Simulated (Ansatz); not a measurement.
Hypothetical I4_132 Si: biaxial strain +1.45 %, plane normal [001], relaxed out of plane

Start from Si (space group I4_132, No. 214; a = 6.397 Å; a hypothetical phase, not in the database extracts checked; relaxed with 0.1 eV smearing). Axes: x, y, z lie along the cube axes.

Now apply this change: tensile biaxial strain of 1.45 % in the plane normal to [001], as in epitaxy on a mismatched substrate; the out-of-plane cell vector and the atoms relax.

Method: PBEsol (Ansatz, a quantum-chemistry and plane-wave program, PAW, no spin-orbit coupling). k-mesh 13×13×13 (Γ-centred); smearing 0.1 eV (Fermi–Dirac).

```tsv
quantity	base	changed	shift
volume per atom	32.73 Å³	32.44 Å³	-0.283 Å³
space group	I4_132 (No. 214)	I4_122 (No. 98)	–
shortest interatomic distance	2.262 Å	2.256 Å	-0.006 Å
energy relative to the base (free energy F)	0 meV/atom	-1.2 meV/atom	-1.2 meV/atom
band gap	zero	zero	–
out-of-plane strain	–	-3.68 %	–
ratio −ε⊥/ε∥	–	2.54	–
mean in-plane stress (compression positive)	–	+0.5 GPa	–
```

Stability against distortions was not tested. Under biaxial strain +1.45 %, plane normal [001], relaxed out of plane the cell ends below the base's energy or with stress of the wrong sign: the atoms slid into a distortion or the cell is elastically unstable, so the base is not a stable minimum at this level.
